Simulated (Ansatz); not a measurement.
Structures of equal composition on the (111)A surface of 3C silicon carbide (Si plane on top): (√3x√3)R30° C adatom at H3; (√3x√3)R30° C adatom at T4. The slabs share one bottom face, and each structure is named by its start. These are constructed structures in small cells; real faces may alloy, dewet or reconstruct in larger ones, and not all known structures of the face are among them. Slabs of about 10 Å, Fermi-Dirac smearing of 0.025 eV. Bottom of the slabs: H caps. Relaxed from the named starts with such symmetry as they have, on meshes of like density; energies extrapolated to zero smearing; spin only where a row says so; no spin-orbit coupling, no U. Brackets mark spin-polarised runs, whose order is one that fits the cell. Where a second, spin-polarised start was run, the lower counts.

These are PBE (plane waves to 420 eV, PAW; Ansatz, a first-principles code) values and carry that method's errors.

**Question.** Put the candidates in order of energy per 1x1 cell, lowest first, for PBE.

**Answer.** (√3x√3)R30° C adatom at T4 (0.000 eV [spin start, no net moment], no gap on the mesh), (√3x√3)R30° C adatom at H3 (0.052 eV [spin, 1.0 μB a cell], gap 0.52 eV on the mesh)
